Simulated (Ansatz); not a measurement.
The parent structure is AlNi in the CsCl type structure (space group Pm-3m, No. 221; a = 2.863 Å; non-magnetic).

All numbers come from Kohn–Sham DFT with the r2SCAN functional, run in Ansatz (an electronic-structure program) with PAW and 500 eV plane waves, no spin-orbit coupling, earlier PAW set.

Before the change:

| Property | Value |
|---|---|
| Volume per atom | 11.74 Å³ |

It is then changed as follows: Sn takes the place of Ni on all its sites, then cell and atoms are relaxed.

Task: Estimate the effect on the volume per atom.

Result: The volume per atom goes up by 10.22 Å³ (11.74 Å³ → 21.96 Å³).

Whether these cells are dynamically stable was not tested. As relaxed here, AlSn is a hypothetical phase, not in the database extracts checked. Starting moments died away, wholly or in part, for the base; another magnetic solution may exist. All final runs are without spin polarisation.
